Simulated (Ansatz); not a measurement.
We consider fluorite PbF2 (high-temperature phase), described by r²SCAN (plane waves, PAW; Ansatz, a first-principles code).

Settings: plane-wave cutoff 500 eV, 10×10×10 k mesh, gaussian smearing 0.02 eV, scalar-relativistic PAW data made under PBE.

Cell (relaxed at this level):

```xyz
3
Lattice="0.0000 2.9607 2.9607 2.9607 0.0000 2.9607 2.9607 2.9607 0.0000" Properties=species:S:1:pos:R:3 pbc="T T T"
Pb     0.0000     0.0000     0.0000
F      1.4803     1.4803     1.4803
F      4.4410     4.4410     4.4410
```

Task: Estimate the band gap that the calculation returns.

Result: 
- band gap = 4.94 eV (on the SCF k mesh)

Spin–orbit coupling is not included; with these elements it can move the gap by several tenths of an eV or more.

Static lattice: no zero-point or thermal effects.

The result took about 28 core-seconds (a rough figure).
